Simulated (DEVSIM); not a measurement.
Structure: abrupt Si n-p junction, at 450 K.

Layer 1 from the left is Si, thickness (μm) 15.0, Nd (cm⁻³) 1.4e18, τn (s) 1.1e-6, τp (s) 1.1e-6. Layer 2 from the left is Si, thickness (μm) 48.0, Na (cm⁻³) 4.4e16, τn (s) 1.1e-6, τp (s) 1.1e-6.

Left contact: ohmic. Right contact: ohmic. Voltage is applied to the left contact. Recombination: SRH at mid-gap, Auger. Mobility is μmin + (μ − μmin)/(1 + (N/Nref)^α).

This is a model device: material constants are rounded textbook-type values typed into the input, and sizes, dopings and lifetimes were drawn at random. Values at 300 K; Nc and Nv go as T^1.5, mobilities as T to minus their exponent, the gap by Varshni's rule with the affinity fixed.

Si: gap (eV) 1.124, affinity (eV) 4.05, permittivity 11.7, Nc (cm⁻³) 2.86e19, Nv (cm⁻³) 3.1e19, μn (cm²/Vs) 1417, μp (cm²/Vs) 470, μn,min 52, μp,min 45, Nref,n 9.7e16, Nref,p 2.2e17, αn 0.68, αp 0.72, T exponent of μn 2.3, T exponent of μp 2.2, Cn (cm⁶/s) 2.8e-31, Cp (cm⁶/s) 9.9e-32, Varshni α (eV/K) 0.000473, Varshni β (K) 636.

DEVSIM, 1D drift-diffusion, Boltzmann statistics, complete ionisation; no tunnelling, impact ionisation, image-force lowering or self-heating.

Dark forward current:

| |V| (V) | |J| (A/cm²) |
|---|---|
| 0.05 | 0.0001073 |
| 0.10 | 0.0004816 |
| 0.15 | 0.001813 |
| 0.20 | 0.006589 |
| 0.25 | 0.02379 |
| 0.30 | 0.08574 |
| 0.35 | 0.3067 |
| 0.40 | 1.068 |
| 0.45 | 3.460 |
| 0.50 | 9.821 |
| 0.55 | 23.99 |
| 0.60 | 51.49 |
| 0.65 | 99.21 |
| 0.70 | 173.9 |
| 0.75 | 280.2 |
| 0.80 | 419.4 |
| 0.85 | 590.2 |
| 0.90 | 790.1 |
| 0.95 | 1017 |
| 1.00 | 1267 |
| 1.05 | 1541 |
| 1.10 | 1834 |
| 1.15 | 2147 |

Problem. Work out the local ideality factor n = ΔV / (kT/q · ln(J2/J1)) between the rows 0.20 and 0.25 V, 1.10 and 1.15 V.

Solution. kT/q = 38.78 mV. From 0.20 to 0.25 V: ln(0.02379/0.006589) = 1.284, n = 1.00, near the 1 of diffusion or emission over a barrier. From 1.10 to 1.15 V: ln(2147/1834) = 0.158, n = 8.18.

Problem. Estimate the current at 0.30 V from the Shockley equation with J0 = Σ q ni² D/(N L) coth(W/L), τ joining the SRH, radiative and Auger lifetimes that are on, and W taken as the whole layer.

Solution. ni² = 2.33e27 cm⁻⁶; holes in the n layer: μ = 54.8 cm²/Vs, D = 2.13 cm²/s, τ = 6.86e-7 s, L = 12.1 μm, W/L = 1.2, term 5.54e-7 A/cm²; electrons in the p layer: μ = 360 cm²/Vs, D = 13.9 cm²/s, τ = 1.10e-6 s, L = 39.2 μm, W/L = 1.2, term 3.59e-5 A/cm². J0 = 3.64e-5 A/cm², and J = J0 exp(qV/kT) = 0.0834 A/cm². The simulation gives 0.0857 A/cm²; the estimate lies 2.8 % below. The estimate leaves out recombination in the depletion region and that region's share of W.
